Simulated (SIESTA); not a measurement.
Input and output of a self-consistent single point for Cs₂CuMoI₆ (Fm-3m, 10 atoms in the cell) (SIESTA)

Level of theory: GGA PBEsol, numerical atomic orbitals DZP, PseudoDojo PBEsol standard norm-conserving potentials (rewritten from UPF to PSML) (SIESTA).

Input:

```
# files in the folder: Cs.psml Cu.psml Mo.psml I.psml (PseudoDojo PBEsol standard)
SystemName  Cs2CuMoI6
SystemLabel cs2cumoi6

NumberOfAtoms                10
NumberOfSpecies              4
%block ChemicalSpeciesLabel
  1 55 Cs
  2 29 Cu
  3 42 Mo
  4 53 I
%endblock ChemicalSpeciesLabel
LatticeConstant              1.0 Ang
%block LatticeVectors
     0.000000000    5.772510000    5.772510000
     5.772510000    0.000000000    5.772510000
     5.772510000    5.772510000    0.000000000
%endblock LatticeVectors
AtomicCoordinatesFormat      Bohr
%block AtomicCoordinatesAndAtomicSpecies
    16.362694427   16.362694427   16.362694427  1
     5.454231476    5.454231476    5.454231476  1
    10.908462952   10.908462952   10.908462952  2
     0.000000000    0.000000000    0.000000000  3
     5.395107607   10.908462952   10.908462952  4
    16.421818297   10.908462952   10.908462952  4
    10.908462952    5.395107607   10.908462952  4
    10.908462952   16.421818297   10.908462952  4
    10.908462952   10.908462952    5.395107607  4
    10.908462952   10.908462952   16.421818297  4
%endblock AtomicCoordinatesAndAtomicSpecies

XC.functional                GGA
XC.authors                   PBEsol
PAO.BasisSize                DZP
PAO.EnergyShift              0.005 Ry
MeshCutoff                   300 Ry
%block kgrid.MonkhorstPack
    4   0   0  0.0
    0   4   0  0.0
    0   0   4  0.0
%endblock kgrid.MonkhorstPack
OccupationFunction           MP
OccupationMPOrder            1
ElectronicTemperature        136.0 meV
Spin                         polarized
%block DM.InitSpin
  1 +0.00
  2 +0.00
  3 +0.00
  4 +2.00
  5 +0.00
  6 +0.00
  7 +0.00
  8 +0.00
  9 +0.00
  10 +0.00
%endblock DM.InitSpin

MaxSCFIterations             150
SCF.Mixer.Method             Pulay
SCF.Mixer.Weight             0.1
SCF.Mixer.History            6
SCF.DM.Tolerance             1.0E-04
Diag.ParallelOverK           true
WriteForces                  true
Charge.Mulliken              end
```

Output (repeated stretches shortened):

```
reinit: Reading from file input.fdf

reinit: System Name: Cs2CuMoI6
reinit: System Label: cs2cumoi6

NOTE on units for spin output:
{S} is the spin magnetic moment, in units of the Bohr magneton,
assuming a g-factor for the electron spin of exactly 2.
The spin magnetic moment is then numerically equal to the charge inbalance,
in units of electrons, between the spin-up and -down channels.

coor:   Atomic-coordinates input format  =     Cartesian coordinates
coor:                                            (in Bohr units)

siesta: Atomic coordinates (Bohr) and species
siesta:     16.36269  16.36269  16.36269  1        1
siesta:      5.45423   5.45423   5.45423  1        2
siesta:     10.90846  10.90846  10.90846  2        3
siesta:      0.00000   0.00000   0.00000  3        4
siesta:      5.39511  10.90846  10.90846  4        5
siesta:     16.42182  10.90846  10.90846  4        6
siesta:     10.90846   5.39511  10.90846  4        7
siesta:     10.90846  16.42182  10.90846  4        8
siesta:     10.90846  10.90846   5.39511  4        9
siesta:     10.90846  10.90846  16.42182  4       10

siesta: System type = bulk

initatomlists: Number of atoms, orbitals, and projectors:     10   134   264

siesta: ******************** Simulation parameters ****************************
redata: Spin configuration                          = collinear
redata: Time-Reversal Symmetry                      = T
redata: Number of Atomic Species                    =        4
redata: Mesh Cutoff                                 =   300.0000 Ry
redata: Net charge of the system                    =     0.0000 |e|
redata: Min. number of SCF Iter                     =        0
redata: Max. number of SCF Iter                     =      150
redata: SCF convergence failure will abort job
redata: SCF mix quantity                            = Hamiltonian
redata: Mix DM or H after convergence               =   F
   [... lines left out ...]
diag: Used triangular part                          = Lower
diag: Absolute tolerance                            =  0.100E-15
diag: Orthogonalization factor                      =  0.100E-05
diag: Memory factor                                 =  1.0000

superc: Internal auxiliary supercell:     5 x     5 x     5  =     125
superc: Number of atoms, orbitals, and projectors:   1250  16750  33000

                        Single-point calculation

superc: Internal auxiliary supercell:     5 x     5 x     5  =     125
superc: Number of atoms, orbitals, and projectors:   1250  16750  33000

outcell: Unit cell vectors (Ang):
        0.000000    5.772510    5.772510
        5.772510    0.000000    5.772510
        5.772510    5.772510    0.000000

outcell: Cell vector modules (Ang)   :    8.163562    8.163562    8.163562
outcell: Cell angles (23,13,12) (deg):     60.0000     60.0000     60.0000
outcell: Cell volume (Ang**3)        :    384.7017
new_DM -- step:     1
Initializing Density Matrix...

Attempting to read DM from file... Failed...
DM filled with atomic data (user-defined):

InitMesh: MESH = 72 x 72 x 72 = 373248
InitMesh: Mesh cutoff (required, used) =   300.000   322.477 Ry

stepf: Methfessel-Paxton step function
       Using Hermite-Gauss polynomials of order  1
        iscf     Eharris(eV)        E_KS(eV)     FreeEng(eV)     dDmax    Ef(eV) dHmax(eV)
   scf:    1    -8624.439016    -9848.270156    -9848.293362  2.384535 -0.536897176.915589
     spin moment: {S} , |S| = {        0.0        0.0    0.64585 }     0.64585
   scf:    2    -9805.419002   -10338.156438   -10338.163512  2.316674 -1.100632 54.218042
     spin moment: {S} , |S| = {        0.0        0.0    0.47886 }     0.47886
   scf:    3   -10469.131858   -10411.463131   -10411.469524  1.187460 -2.821640 32.474193
     spin moment: {S} , |S| = {        0.0        0.0    1.11662 }     1.11662
   scf:    4   -10431.918820   -10451.713987   -10451.702558  3.515348 -5.190150 10.374231
     spin moment: {S} , |S| = {        0.0        0.0    3.00999 }     3.00999
   scf:    5   -10443.668681   -10452.838438   -10452.834054  0.233344 -3.977440 10.383043
     spin moment: {S} , |S| = {        0.0        0.0    2.97960 }     2.97960
   scf:    6   -10453.035431   -10452.941992   -10452.935773  0.027652 -3.963308  9.427497
   [... lines left out ...]
   scf:   16   -10456.144351   -10456.144293   -10456.139069  0.001017 -4.978700  0.007235
     spin moment: {S} , |S| = {        0.0        0.0    2.99999 }     2.99999
   scf:   17   -10456.144295   -10456.144294   -10456.139072  0.000189 -4.979490  0.002037
     spin moment: {S} , |S| = {        0.0        0.0    2.99999 }     2.99999
   scf:   18   -10456.144292   -10456.144293   -10456.139073  0.000093 -4.979775  0.001603
     spin moment: {S} , |S| = {        0.0        0.0    2.99999 }     2.99999
   scf:   19   -10456.144291   -10456.144292   -10456.139073  0.000052 -4.979768  0.001725
     spin moment: {S} , |S| = {        0.0        0.0    2.99999 }     2.99999
   scf:   20   -10456.144282   -10456.144287   -10456.139074  0.000154 -4.979313  0.000669
     spin moment: {S} , |S| = {        0.0        0.0    2.99999 }     2.99999
   scf:   21   -10456.144286   -10456.144286   -10456.139074  0.000017 -4.979287  0.000613
     spin moment: {S} , |S| = {        0.0        0.0    2.99999 }     2.99999
SCF Convergence by DM+H criterion
max |DM_out - DM_in|         :     0.0000174302
max |H_out - H_in|      (eV) :     0.0006128445
SCF cycle converged after 21 iterations

Using DM_out to compute the final energy and forces

siesta: E_KS(eV) =           -10456.1443

siesta: E_KS - E_eggbox =    -10456.1443

siesta: Atomic forces (eV/Ang):
     1    0.000001    0.000001    0.000001
     2   -0.000001   -0.000001   -0.000001
     3   -0.000000   -0.000000   -0.000000
     4    0.000000    0.000000    0.000000
     5   -0.012066   -0.000000   -0.000000
     6    0.012066    0.000000    0.000000
     7   -0.000000   -0.012066   -0.000000
     8    0.000000    0.012066    0.000000
     9   -0.000000   -0.000000   -0.012066
    10    0.000000    0.000000    0.012066
   Tot   -0.000000   -0.000000   -0.000000
   Max    0.012066
   Res    0.005396    sqrt( Sum f_i^2 / 3N )
   Max    0.012066    constrained

Stress tensor Voigt[x,y,z,yz,xz,xy] (kbar):       16.79       16.79       16.79       -0.06       -0.06       -0.06
(Free)E + p*V (eV/cell)   -10460.1700
Target enthalpy (eV/cell)   -10456.1391

siesta: Program's energy decomposition (eV):
siesta: Ebs     =     -1859.475545
siesta: Eions   =     15039.219315
siesta: Ena     =      2829.369864
siesta: Ekin    =      3788.401310
siesta: Enl     =      -184.810725
siesta: Eso     =         0.000000
siesta: Edftu   =         0.000000
siesta: DEna    =        74.061945
siesta: DUscf   =         2.677997
siesta: DUext   =         0.000000
siesta: Ex      =     -1766.014306
siesta: Ec      =      -160.611055
siesta: Exc     =     -1926.625362
siesta: Eharris =    -10456.144286
siesta: Etot    =    -10456.144286
siesta: FreeEng =    -10456.139074

siesta: Stress tensor (static) (eV/Ang**3):
siesta:     0.010478   -0.000034   -0.000034
siesta:    -0.000034    0.010478   -0.000034
siesta:    -0.000034   -0.000034    0.010478

siesta: Cell volume =        384.701675 Ang**3

siesta: Pressure (static):
siesta:                Solid            Molecule  Units
siesta:          -0.00011412         -0.00011611  Ry/Bohr**3
siesta:          -0.01047797         -0.01066100  eV/Ang**3
   [... lines left out ...]
siesta:         -16.78755142        -17.08079720  kBar
   [... lines left out ...]

Species: Mo
Atom  Qatom  Qorb
               4s      5s      5s      4py     4pz     4px     5py     5pz
               5px     4dxy    4dyz    4dz2    4dxz    4dx2-y2 4dxy    4dyz
               4dz2    4dxz    4dx2-y2
   4  5.958   0.986   0.315   0.023   0.995   0.995   0.995   0.188   0.188
              0.188   0.149   0.149   0.377   0.149   0.377  -0.018  -0.018

             -0.030  -0.018  -0.030

Species: I
Atom  Qatom  Qorb
               5s      5s      5py     5pz     5px     5py     5pz     5px
               5Pdxy   5Pdyz   5Pdz2   5Pdxz   5Pdx2-y2
   5  3.405   0.859   0.049   0.901   0.901   0.531  -0.009  -0.009   0.146
              0.010   0.003   0.006   0.010   0.008
   6  3.405   0.859   0.049   0.901   0.901   0.531  -0.009  -0.009   0.146
   [... 9 lines left out ...]

mulliken: Qtot =       45.000

Mulliken Atomic Populations:
Atom #   charge [q] valence [e]      Sz [e]  Species
     1     0.095730    8.904270    0.014873  Cs
     2     0.095730    8.904270    0.014873  Cs
     3    -0.413060   19.413060   -0.037604  Cu
     4    -0.894324   14.894324    2.979319  Mo
     5     0.185987    6.814013    0.004755  I
     6     0.185987    6.814013    0.004755  I
     7     0.185987    6.814013    0.004755  I
     8     0.185987    6.814013    0.004755  I
     9     0.185988    6.814012    0.004755  I
    10     0.185988    6.814012    0.004755  I
 Total     0.000000                2.999993
```

The run converged in 21 iterations.

The starting cell comes from a database of computed structures (which also holds hypothetical and non-ambient phases and stackings), without a prior relaxation at this level. With one magnetic atom in the cell only a parallel order is possible. Values carry the incompleteness of an atom-centred basis.

Cost on one core of a shared machine: roughly 3 min.
